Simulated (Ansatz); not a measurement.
Amorphous cells of 8 compositions: the gap between the highest filled and lowest empty level at the zone centre, by PBE and by a single point of r2SCAN on the same geometry (PBE, scalar-relativistic without spin-orbit coupling (plane waves to 420 eV, PAW; Ansatz, a program for electronic structure); r2SCAN at 500 eV). The networks come from melt-quench runs on the CHGNet potential at compositions and starting densities chosen by hand, with anions pushed apart in the CHGNet dynamics, and DFT then relaxed them. The cells are small and were quenched far faster than real films, so single cells scatter. Defect or tail levels can set these gaps. The rows are the first to finish with both values and no moments.

```tsv
cell	PBE gap x (eV)	r2SCAN gap y (eV)
A (Ti20O41Cu2, 3.74 g/cm3)	1.26	1.35
B (Ti20O41Ag2, 3.81 g/cm3)	2.37	withheld
C (Ti20O41Li2, 3.56 g/cm3)	2.69	3.04
D (Ti20O41Mg, 3.58 g/cm3)	2.72	3.05
E (Ti20O41Be, 3.57 g/cm3)	2.73	3.09
F (Ti20O41Ca, 3.59 g/cm3)	2.75	3.08
G (Si24O53Nb2, 2.40 g/cm3)	2.94	3.34
H (Si24O51Y2, 2.45 g/cm3)	4.20	4.73
```

Q: Fit a straight line through the 7 full rows and predict the withheld value for B (Ti20O41Ag2, 3.81 g/cm3).

A: Means: x = 2.756, y = 3.097. Slope = Σ(Δx Δy) / Σ(Δx²) = 5.022 / 4.363 = 1.15; the r.m.s. residual is 0.022. Prediction: 3.097 + 1.15 × (2.37 − 2.756) = 2.65. The run gave 2.64, 0.01 below the line.
